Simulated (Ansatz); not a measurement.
Sb in the A7 type structure (space group R-3m, No. 166)

```cif
data_Sb6
_chemical_formula_sum 'Sb6'
_space_group_name_H-M_alt 'R-3m :H'
_space_group_IT_number 166
_space_group_name_Hall '-R 3 2"'
_cell_length_a 4.32156
_cell_length_b 4.32156
_cell_length_c 11.03899
_cell_angle_alpha 90.000
_cell_angle_beta 90.000
_cell_angle_gamma 120.000
loop_
_atom_site_label
_atom_site_type_symbol
_atom_site_symmetry_multiplicity
_atom_site_Wyckoff_symbol
_atom_site_fract_x
_atom_site_fract_y
_atom_site_fract_z
_atom_site_occupancy
Sb1 Sb 6 c 0.00000 0.00000 0.23639 1
```
(The calculation used a cell of 2 atoms; values per cell refer to that cell.)

The values are results of PBE-D3(BJ)/PAW in Ansatz (an electronic-structure program), scalar-relativistic without spin-orbit coupling, earlier PAW set, not measurements. Settings: 13×13×13 k-points, 0.05 eV Fermi–Dirac smearing.

```yaml
volume_per_atom: 29.76 Å³
density: 6.79 g/cm³
band_gap: zero
total_energy: -6485.038 eV/atom (σ→0; compares only within this code and set-up)
```

With Sb present, leaving out spin-orbit coupling can change the band edges. No phonon test of stability was made.
